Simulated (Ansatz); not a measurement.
Take HfC in the rock salt structure (space group Fm-3m, No. 225; relaxed with 0.1 eV smearing) as the base.

```
HfC
1.0
    0.00000     2.30353     2.30353
    2.30353     0.00000     2.30353
    2.30353     2.30353     0.00000
Hf C
1 1
Cartesian
  0.00000   0.00000   0.00000
  2.30353   2.30353   2.30353
```

Cartesian axes are those of the cell as printed.

Calculations: Kohn–Sham DFT with the PBEsol functional, run in Ansatz (a quantum-chemistry and plane-wave program) with PAW and 420 eV plane waves, no spin-orbit coupling.

Before the change:

| Quantity | Value |
|---|---|
| Shortest interatomic distance | 2.304 Å |

It is then changed as follows: compressive biaxial strain of 2.08 % in the plane normal to [111], as in epitaxy on a mismatched substrate; the out-of-plane cell vector and the atoms relax.

Q: How does this affect the energy relative to the base, in-plane stress, ratio −ε⊥/ε∥ and shortest interatomic distance?

A: The energy goes up by 19 meV/atom; the mean in-plane stress (compression positive) comes out as +12.1 GPa; the ratio −ε⊥/ε∥ comes out as 0.55; the shortest interatomic distance falls by 0.023 Å (2.304 Å → 2.281 Å).

No phonon test of stability was made. All final runs are without spin polarisation.
